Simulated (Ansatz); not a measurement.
**Quick settings and what they miss: As (R-3m, 2 atoms in the cell)**

Self-consistent single point.

```
As
1.0
    1.83348     1.05856     3.61766
   -1.83348     1.05856     3.61766
    0.00000    -2.11712     3.61766
As
2
Direct
  0.22443   0.22443   0.22443
  0.77557   0.77557   0.77557
```

Method of the run: PBE, PAW files (plane waves; Ansatz, a first-principles code).

Base settings: basis.ecutwfc = 420 eV; kpoints.mp_grid.grid = 14 14 14; hamiltonian.xc = pbe; hamiltonian.pseudopotentials = {kind: paw} (an earlier, softer set of the program's PAW files); scf.occupations.method = cold; scf.occupations.width = 0.05 eV.

Tight run (finer mesh or higher cutoff; not a proven limit): basis.ecutwfc: 420 eV → 590 eV; kpoints.mp_grid.grid: 14 14 14 → 19 19 19; scf.convergence.dr2_threshold: default (1e-07 eV) → 1e-09 eV. It gave Fermi level (on the code's own zero) 10.80 eV; pressure 7.78 GPa; largest force (vector length) 0.795 eV/Å.

Quick runs, as changes from the base:
- A: the base itself
- B: basis.ecutwfc: 420 eV → 295 eV; kpoints.mp_grid.grid: 14 14 14 → 8 8 8; hamiltonian.xc: pbe → lda; scf.occupations.width: 0.05 eV → 0.136 eV [LDA (PW92)]
- C: basis.ecutwfc: 420 eV → 335 eV; kpoints.mp_grid.grid: 14 14 14 → 2 2 2; scf.occupations.method: cold → fermi_dirac; scf.occupations.width: 0.05 eV → 0.272 eV
- D: basis.ecutwfc: 420 eV → 210 eV; kpoints.mp_grid.grid: 14 14 14 → 8 8 8; scf.occupations.width: 0.05 eV → 0.5 eV
- E: basis.ecutwfc: 420 eV → 250 eV; kpoints.mp_grid.grid: 14 14 14 → 6 6 6; hamiltonian.xc: pbe → lda; kpoints.mp_grid.shift: default → 0.5 0.5 0.5; width narrowed by the program to 0.0425 eV [LDA (PW92)]
- F: basis.ecutwfc: 420 eV → 295 eV; kpoints.mp_grid.grid: 14 14 14 → 4 4 4; hamiltonian.xc: pbe → lda; scf.occupations.method: cold → methfessel_paxton; scf.occupations.width: 0.05 eV → 0.2 eV; scf.convergence.dr2_threshold: default (1e-07 eV) → 0.001 eV [LDA (PW92)]

Energies are extrapolated to zero smearing width, which holds to low order in the width alone.

Dashes: energy of B, E, F, another energy zero.

† marks runs with another functional, U, potentials or spin treatment: their distance from the tight run is not a convergence error alone.

The count of work is k-points × plane waves × bands × iterations; it is no time. 

Pressures in the table are Ansatz's without its Pulay estimate, at a fixed set of plane waves; the tight run's value above holds the estimate.

The starting cell comes from a database of computed structures (which also holds hypothetical and non-ambient phases and stackings), without a prior relaxation at this level. Its lattice was rescaled by a random factor within 2.5 % of one. In the base run, with a pressure of about 8 GPa the cell is away from its equilibrium volume at this level.

| run | energy less tight (meV/atom) | pressure less tight (GPa) | largest miss in a force vector (eV/Å) | count of work / tight |
|---|---|---|---|---|
| A | 1.3 | -0.05 | 0.037 | 0.21 |
| B† | – | -11.43 | 0.214 | 0.027 |
| C | 919.1 | 8.51 | 1.641 | 0.0022 |
| D | 3624.2 | -140.44 | 0.180 | 0.016 |
| E† | – | -44.13 | 0.307 | 0.0093 |
| F† | – | -11.32 | 0.460 | 0.0027 |

Among the runs at the tight run's level, the energy misses run from 1.3 to 3624.2 meV/atom.

Keys are those of Ansatz 0.2.
